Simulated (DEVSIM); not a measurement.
System: abrupt Si n-p junction, at 300 K.

Layer 1 from the left is Si, thickness (μm) 0.200, Nd (cm⁻³) 2.3e16, τn (s) 4.3e-5, τp (s) 4.3e-5. Layer 2 from the left is Si, thickness (μm) 2.00, Na (cm⁻³) 7.1e15, τn (s) 4.3e-5, τp (s) 4.3e-5.

Left contact: ohmic. Right contact: ohmic. Voltage is applied to the left contact. Recombination: SRH at mid-gap, radiative. Mobility is constant in doping.

This is a model device: material constants are rounded textbook-type values typed into the input, and sizes, dopings and lifetimes were drawn at random. Values at 300 K.

Si: gap (eV) 1.124, affinity (eV) 4.05, permittivity 11.7, Nc (cm⁻³) 2.86e19, Nv (cm⁻³) 3.1e19, μn (cm²/Vs) 1417, μp (cm²/Vs) 470, B (cm³/s) 4.7e-15.

Problem. Estimate by hand the built-in potential, the peak field at zero bias, and compare with a numerical solution.

Solution. 
- Built-in potential: ni = √(Nc Nv) exp(−Eg/2kT) = 1.08e10 cm⁻³ with Eg = 1.124 eV; Vbi = kT/q ln(Na Nd/ni²) = 0.723 V; numerical 0.723 V.
- Peak field at zero bias: depletion approximation: W = √(2εVbi/(qN)) = 0.415 μm with N = 5.43e15 cm⁻³; field = 2Vbi/W = 34800 V/cm; numerical 33600 V/cm (estimate above by 3.8 %).

Model (solved in DEVSIM): 1D drift-diffusion, Boltzmann statistics, complete ionisation; no tunnelling, impact ionisation, image-force lowering or self-heating.
